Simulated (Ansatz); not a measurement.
The starting structures come from a database of crystals and need not be the phases stable at ambient conditions.

By PBEsol, the system below comes out a metal.

A figure of merit of an interconnect metal is its ballistic conductance per area.

Data:

```xyz
2
Lattice="3.0976 0.0000 0.0000 -1.5488 4.1633 0.0000 1.5488 0.2118 4.1579" Properties=species:S:1:pos:R:3 pbc="T T T"
In     2.7951     2.1876     2.0789
Sb     2.6283     0.0000     0.0000
```

Space group of this cell: Imm2. The cell is strained (all lengths scaled by 0.98).

The current flows along the normal of the first two printed cell vectors. No spin-orbit coupling; the value is a mean over 0.1 eV about the Fermi level.

**Question.** Predict the ballistic conductance per area from PBEsol (Ansatz, a program for electronic structure).

**Answer.** 0.78 × 10¹⁵ S/m² for both spins.
